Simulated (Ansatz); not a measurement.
Consider TiO$_{2}$ in the anatase structure (space group I4_1/amd, No. 141; a = 3.770 Å, c = 9.555 Å). Axes: x, y, z lie along a, b, c of the conventional cell.

Modification: uniaxial strain ε_xx = −0.46 %, all other strain components held at zero, atoms relaxed at fixed cell.

Levels (all Ansatz, an electronic-structure program, PAW, earlier PAW set): PBEsol (420 eV, no spin-orbit coupling); r2SCAN (500 eV, no spin-orbit coupling).

The geometry is relaxed with PBEsol.

| Quantity | Value |
|---|---|
| PBEsol gap character | indirect, Γ–T (87 % along) → Γ |
| PBEsol pressure | 1.04 GPa |
| PBEsol lowest conduction level above the VBM at special points | Γ 2.12 eV; X 2.48 eV; F₂ 3.26 eV; Σ₀ 3.26 eV |

Task: What does r2SCAN give at this geometry for the gap character, pressure and lowest conduction level above the VBM at special points?

Result: The gap character remains indirect, Γ–T (87 % along) → Γ; the pressure increases by 1.74 GPa, from 1.04 GPa to 2.78 GPa; the lowest conduction level above the VBM at special points changes from Γ 2.12 eV; X 2.48 eV; F₂ 3.26 eV; Σ₀ 3.26 eV to Γ 2.56 eV; X 2.90 eV; F₂ 3.67 eV; Σ₀ 3.67 eV.

Single points use the geometry relaxed with PBEsol. Their cutoffs differ, which shifts pressures a little. Whether these cells are dynamically stable was not tested. The final runs are not spin-polarised. Labels are those of the standard path for the cell's own space group.
